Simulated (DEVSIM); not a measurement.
# illuminated Si n-on-p cell, one wavelength

Structure: illuminated Si n-on-p cell, one wavelength, at 400 K.

| layer (left to right) | material | thickness (μm) | Nd (cm⁻³) | Na (cm⁻³) | τn (s) | τp (s) | absorption coefficient (cm⁻¹) |
|---|---|---|---|---|---|---|---|
| 1 | Si | 0.150 | 4.9e18 | - | 1.8e-7 | 6.9e-7 | 12000 |
| 2 | Si | 230 | - | 1.6e16 | 1.3e-5 | 1.3e-5 | 12000 |

Left contact: ohmic, minority hole recombination velocity 10 cm/s. Right contact: ohmic, minority electron recombination velocity 600 cm/s. Voltage is applied to the left contact. Recombination: SRH at mid-gap, radiative, Auger. Gap narrowing is on: ΔEg = 6.92 meV × (l + √(l² + 0.5)), l = ln(N/1.3e17 cm⁻³), shared equally by both band edges. Light enters at the left, 1.1e17 photons cm⁻² s⁻¹, one pass, no reflection. Mobility is μmin + (μ − μmin)/(1 + (N/Nref)^α).

This is a model device: material constants are rounded textbook-type values typed into the input, and sizes, dopings and lifetimes were drawn at random. Values at 300 K; Nc and Nv go as T^1.5, mobilities as T to minus their exponent, the gap by Varshni's rule with the affinity fixed.

| parameter | Si |
|---|---|
| gap (eV) | 1.124 |
| affinity (eV) | 4.05 |
| permittivity | 11.7 |
| Nc (cm⁻³) | 2.86e19 |
| Nv (cm⁻³) | 3.1e19 |
| μn (cm²/Vs) | 1417 |
| μp (cm²/Vs) | 470 |
| μn,min | 52 |
| μp,min | 45 |
| Nref,n | 9.7e16 |
| Nref,p | 2.2e17 |
| αn | 0.68 |
| αp | 0.72 |
| T exponent of μn | 2.3 |
| T exponent of μp | 2.2 |
| B (cm³/s) | 4.7e-15 |
| Cn (cm⁶/s) | 2.8e-31 |
| Cp (cm⁶/s) | 9.9e-32 |
| Varshni α (eV/K) | 0.000473 |
| Varshni β (K) | 636 |

Simulated with DEVSIM: 1D drift-diffusion, Boltzmann statistics, complete ionisation; no tunnelling, impact ionisation, image-force lowering or self-heating.

```
Property                                                   Value
---------------------------------------------------  -----------
Potential step across the device at zero bias            0.719 V
Largest field in the device at zero bias             120000 V/cm
Dark forward voltage at 1 A/cm²                          0.530 V
Dark forward voltage at 100 A/cm²                        0.824 V
Short-circuit current                                17.6 mA/cm²
Open-circuit voltage                                     0.369 V
Fill factor                                                 0.71
Largest power                                        4.58 mW/cm²
Share of generated pairs collected at short circuit        0.996
```

Dark forward current:

```json
[
 {"V (V)": "-0.05", "J (A/cm²)": "-1.4e-6"},
 {"V (V)": "-0.10", "J (A/cm²)": "-7.2e-6"},
 {"V (V)": "-0.15", "J (A/cm²)": "-3.1e-5"},
 {"V (V)": "-0.20", "J (A/cm²)": "-0.00013"},
 {"V (V)": "-0.25", "J (A/cm²)": "-0.00056"},
 {"V (V)": "-0.30", "J (A/cm²)": "-0.0024"},
 {"V (V)": "-0.35", "J (A/cm²)": "-0.010"},
 {"V (V)": "-0.45", "J (A/cm²)": "-0.16"},
 {"V (V)": "-0.50", "J (A/cm²)": "-0.54"},
 {"V (V)": "-0.55", "J (A/cm²)": "-1.5"},
 {"V (V)": "-0.60", "J (A/cm²)": "-3.7"},
 {"V (V)": "-0.65", "J (A/cm²)": "-8.5"},
 {"V (V)": "-0.70", "J (A/cm²)": "-19"},
 {"V (V)": "-0.75", "J (A/cm²)": "-40"},
 {"V (V)": "-0.80", "J (A/cm²)": "-76"},
 {"V (V)": "-0.85", "J (A/cm²)": "-130"},
 {"V (V)": "-0.90", "J (A/cm²)": "-210"},
 {"V (V)": "-0.95", "J (A/cm²)": "-300"},
 {"V (V)": "-1.00", "J (A/cm²)": "-410"},
 {"V (V)": "-1.05", "J (A/cm²)": "-530"},
 {"V (V)": "-1.10", "J (A/cm²)": "-660"},
 {"V (V)": "-1.20", "J (A/cm²)": "-960"},
 {"V (V)": "-1.25", "J (A/cm²)": "-1100"},
 {"V (V)": "-1.30", "J (A/cm²)": "-1300"},
 {"V (V)": "-1.35", "J (A/cm²)": "-1500"},
 {"V (V)": "-1.40", "J (A/cm²)": "-1600"},
 {"V (V)": "-1.45", "J (A/cm²)": "-1800"},
 {"V (V)": "-1.50", "J (A/cm²)": "-2000"}
]
```

Current under light (generator sign):

| V (V) | J (mA/cm²) |
|---|---|
| 0.00 | 17.6 |
| 0.04 | 17.6 |
| 0.08 | 17.6 |
| 0.12 | 17.5 |
| 0.16 | 17.5 |
| 0.22 | 17.3 |
| 0.24 | 17.1 |
| 0.26 | 16.8 |
| 0.28 | 16.2 |
| 0.30 | 15.1 |
| 0.32 | 13.3 |
| 0.34 | 9.91 |
| 0.36 | 3.97 |
| 0.38 | -6.50 |
